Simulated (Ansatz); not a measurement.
Results of PBEsol (plane waves, PAW; Ansatz, a first-principles code) for cubic perovskite BaHfO3.

Numerical settings: plane-wave cutoff 560 eV, 6×6×6 k mesh, perturbation theory, scalar-relativistic PAW data made under PBE.

Computed at the level's own relaxed cell.

Give the computed electronic dielectric constant ε∞.


* **electronic dielectric constant ε∞**: 4.76

Spin–orbit coupling is not included.

Computing time: roughly 15 core-minutes.
